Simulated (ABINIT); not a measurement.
Worked example: self-consistent single point of LiCuS₂ (Pnnm, 8 atoms in the cell) in ABINIT.

Method: PBEsol, PAW (JTH v2.0 PBE PAW, files made for PBE) (plane waves; ABINIT).

The change in words: lattice scaled by 0.98. Reference geometry:
```
LiCuS2
1.0
    5.96554     0.00000     0.00000
    0.00000     6.65461     0.00000
    0.00000     0.00000     3.37499
Li Cu S
2 2 4
Direct
  0.00000   0.50000   0.50000
  0.50000   0.00000   0.00000
  0.00000   0.00000   0.00000
  0.50000   0.50000   0.50000
  0.18406   0.85406   0.50000
  0.81594   0.14594   0.50000
  0.68406   0.64594   0.00000
  0.31594   0.35406   0.00000
```

Reference input (self-consistent single point, DFT, PBEsol, plane waves, PAW (JTH v2.0 PBE PAW, files made for PBE)): pseudos = [Li.GGA_PBE-JTH.xml, Cu.GGA_PBE-JTH.xml, S.GGA_PBE-JTH.xml]; ecut = 30 Ha; pawecutdg = 60 Ha; pawxcdev = 0; ixc = -116133; occopt = 1; ngkpt = 3 3 5; nshiftk = 1; shiftk = 0 0 0; potentials = JTH v2.0 PBE PAW; nband = 36; kptopt = 1. This run's input differs from it in these lines:

```diff
@@ -5,5 +5,5 @@
 rprim
-         5.9655400000    0.0000000000    0.0000000000
-         0.0000000000    6.6546100000    0.0000000000
-         0.0000000000    0.0000000000    3.3749900000
+         5.8462290000    0.0000000000    0.0000000000
+         0.0000000000    6.5215180000    0.0000000000
+         0.0000000000    0.0000000000    3.3074900000
 natom 8
@@ -13,10 +13,10 @@
 xcart
-         0.0000000000    6.2876951831    3.1889033867
-         5.6366183928    0.0000000000    0.0000000000
+         0.0000000000    6.1619414684    3.1251251300
+         5.5238858359    0.0000000000    0.0000000000
          0.0000000000    0.0000000000    0.0000000000
-         5.6366183928    6.2876951831    3.1889033867
-         2.0749519627   10.7401378962    3.1889033867
-         9.1982848228    1.8352524700    3.1889033867
-         7.7115703555    8.1229476531    0.0000000000
-         3.5616664300    4.4524427131    0.0000000000
+         5.5238858359    6.1619414684    3.1251251300
+         2.0334528539   10.5253354610    3.1251251300
+         9.0143188179    1.7985474758    3.1251251300
+         7.5573386898    7.9604889442    0.0000000000
+         3.4904329820    4.3633939926    0.0000000000
 ecut 30
```

Log, with long lists cut:

```
--- !BeginCycle
solver: {iscf: 17, nstep: 100, nline: 4, wfoptalg: 10, }
tolerances: {toldfe: 1.00E-09, }
...

     iter   Etot(hartree)      deltaE(h)  residm     nres2
 ETOT  1  -438.84244812293    -4.388E+02 2.793E+01 6.022E+01
 ETOT  2  -452.23666110712    -1.339E+01 3.896E-01 1.387E+02
 ETOT  3  -452.03315662584     2.035E-01 1.023E-01 5.242E+01
 ETOT  4  -452.07704614258    -4.389E-02 3.589E-02 5.725E+01
 ETOT  5  -452.01193605084     6.511E-02 4.501E-03 7.893E+00
   [... 8 lines left out ...]
 ETOT 14  -452.00419284267     2.103E-08 1.520E-09 5.567E-06
 ETOT 15  -452.00419284002     2.649E-09 5.005E-10 3.240E-07
 ETOT 16  -452.00419283986     1.650E-10 4.799E-11 2.262E-07
 ETOT 17  -452.00419283955     3.114E-10 2.735E-11 1.860E-08
 At SCF step   17, etot is converged :
  for the second time, diff in etot=  3.114E-10 < toldfe=  1.000E-09

 Cartesian components of stress tensor (hartree/bohr^3)
  sigma(1 1)= -2.48528554E-05  sigma(3 2)=  0.00000000E+00
  sigma(2 2)= -2.27827263E-05  sigma(3 1)=  0.00000000E+00
  sigma(3 3)= -1.38044845E-04  sigma(2 1)=  0.00000000E+00

 ----iterations are completed or convergence reached----

 reduced coordinates (array xred) for    8 atoms
      -0.000000001094      0.499999998907      0.499999998910
       0.499999998906     -0.000000001093     -0.000000001090
      -0.000000001094     -0.000000001093     -0.000000001090
       0.499999998906      0.499999998907      0.499999998910
       0.184059999194      0.854059998452      0.499999998910
       0.815939998619      0.145939999362      0.499999998910
   [... lines left out ...]
 Fermi (or HOMO) energy (hartree) =   0.16341   Average Vxc (hartree)=  -0.37039
 Fermi (or HOMO) energy (eV) =   4.44653   Average Vxc (eV)= -10.07888
   [... lines left out ...]
local_psp           : -3.71288819802684E+02
total_energy        : -4.52004176980983E+02
total_energy_eV     : -1.22996591661529E+04
...

-Cartesian components of stress tensor (GPa)         [Pressure=  1.8210E+00 GPa]
- sigma(1 1)= -7.31196128E-01  sigma(3 2)=  0.00000000E+00
- sigma(2 2)= -6.70290837E-01  sigma(3 1)=  0.00000000E+00
- sigma(3 3)= -4.06141887E+00  sigma(2 1)=  0.00000000E+00

 Calculation completed.
```

The run converged in 17 iterations. Against the reference run the free energy drops by 3.3 meV/atom, the pressure goes from -2.89 to 1.82 GPa, the largest force goes from 0.190 to 0.298 eV/Å and the gap on the mesh goes from 0.557 to 0.568 eV.

The starting cell comes from a database of computed structures (which also holds hypothetical and non-ambient phases and stackings), without a prior relaxation at this level. For this run, on top of that: lattice scaled by 0.98. The potentials were made for another functional than the one used.

Cost on one core of a shared machine: roughly 2 min.
